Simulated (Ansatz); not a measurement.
System: B (Pnnm, No. 58, 28 atoms in the cell; start mp-1193675; a measured phase of this formula has another space group). Method: HSE06 in Ansatz (plane waves, PAW).

Run with plane-wave cutoff 460 eV, 4×4×4 k mesh, Fermi–Dirac smearing 0.01 eV, scalar-relativistic PAW data made under PBE.

Cell (relaxed with PBEsol):

Space group Pnnm (No. 58); a = 5.0228 Å, b = 5.5890 Å, c = 6.8757 Å, α = β = γ = 90.00°

| atom | site | symmetry | x | y | z |
|---|---|---|---|---|---|
| B | 8h | 1 | 0.3473 | 0.0921 | 0.2899 |
| B | 4g | ..m | 0.1482 | 0.7715 | 0.0000 |
| B | 4g | ..m | 0.1645 | 0.0084 | 0.5000 |
| B | 8h | 1 | 0.1602 | 0.2813 | 0.1259 |
| B | 4g | ..m | 0.3294 | 0.0223 | 0.0000 |

Predict the band gap, smallest direct gap on the k points sampled and direct gap at Γ.


* **band gap**: 2.12 eV (indirect)
* **smallest direct gap on the k points sampled**: 2.30 eV
* **direct gap at Γ**: 3.35 eV

Note: cell and atoms aren't relaxed at this level (largest force component 0.24 eV/Å, pressure -0.2 GPa).

It cost roughly 16 core-minutes of CPU time.

A start named mp-… is a Materials Project structure, which need not be a measured phase.

Ansatz is a quantum-chemistry and plane-wave program.
